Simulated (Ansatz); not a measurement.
## Hypothetical diamond Sc: pressure 0.3 GPa

The reference is Sc in the diamond structure (space group Fd-3m, No. 227; a = 6.258 Å; a hypothetical phase, not in the database extracts checked).

Perturbation: a hydrostatic pressure of 0.3 GPa.

Level of theory: PBEsol (Ansatz, a quantum-chemistry and plane-wave program, PAW, no SOC). Settings: 13×13×13 k-points, 0.05 eV Fermi–Dirac smearing.

```tsv
quantity	base	changed	shift
volume per atom	30.63 Å³	30.10 Å³	-0.53 Å³
lattice parameter a	6.258 Å	6.221 Å	-0.037 Å
shortest interatomic distance	2.710 Å	2.694 Å	-0.016 Å
enthalpy H = E + PV relative to the base's energy	–	+0.06 eV/atom	–
band gap	zero	zero	–
```

Final structure:

```yaml
crystal:
  lattice:
    - [0.00000, 3.11063, 3.11063]
    - [3.11063, 0.00000, 3.11063]
    - [3.11063, 3.11063, 0.00000]
  atoms:
    - { symbol: Sc, position: [0.25000, 0.25000, 0.25000] }
    - { symbol: Sc, position: [0.00000, 0.00000, 0.00000] }
```

Load acts through the strain it causes; cell and atoms are relaxed under it. Whether these cells are dynamically stable was not tested. The final runs are not spin-polarised. Sc has a high density of states at the Fermi level and may be magnetic at this level.
